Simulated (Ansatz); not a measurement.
An Ansatz (a program for electronic structure) input (Kohn–Sham DFT with the PBE functional, run in Ansatz with PAW and 420 eV plane waves, no spin-orbit coupling, earlier PAW set):

Ansatz 0.2 input:
```yaml
crystal:
  lattice:
    - [3.4011083091, 0, 0]
    - [-1.7005541546, 2.9454461966, 0]
    - [0, 0, 5.540854861]
  atoms:
    - { symbol: Ga, position: [0.6666666667, 0.3333333333, 0.0009633878] }
    - { symbol: Ga, position: [0.3333333333, 0.6666666667, 0.5009633878] }
    - { symbol: N, position: [0.6666666667, 0.3333333333, 0.6242366122] }
    - { symbol: N, position: [0.3333333333, 0.6666666667, 0.1242366122] }
basis: { ecutwfc: 420, ecutrho_ratio: 4, xc_grid: 2, fft_grid_basis: typed }
kpoints: { mp_grid: { grid: [12, 12, 6] } }
hamiltonian:
  xc: pbe
  dispersion: none
  pseudopotentials: { azcp: { folder: ./paw }, kind: paw }
scf: { occupations: { method: fermi_dirac, width: 0.05 }, convergence: { dr2_threshold: 0.0000000004 } }
relax: { f_tol: 0.005, max_steps: 50 }
output: { forces: true, stress: true }
checkpoint: { write: state.ck, write_every: 1000 }
```

### Question
Which symmetry and how many k-points will the program report, and about how many plane waves at Γ?

### Answer
Space group P63mc (ITA 186) with 12 operations, k-points 76 of 864, and 1099 plane waves at Γ.

### Question
And the final pressure?

### Answer
-19.59 GPa (compression positive).

The cells carry an imposed strain or load. No phonon test of stability was made. The cell was made from GaN in the wurtzite structure (space group P6_3mc, No. 186) by this change: isotropic strain +5.67 %.
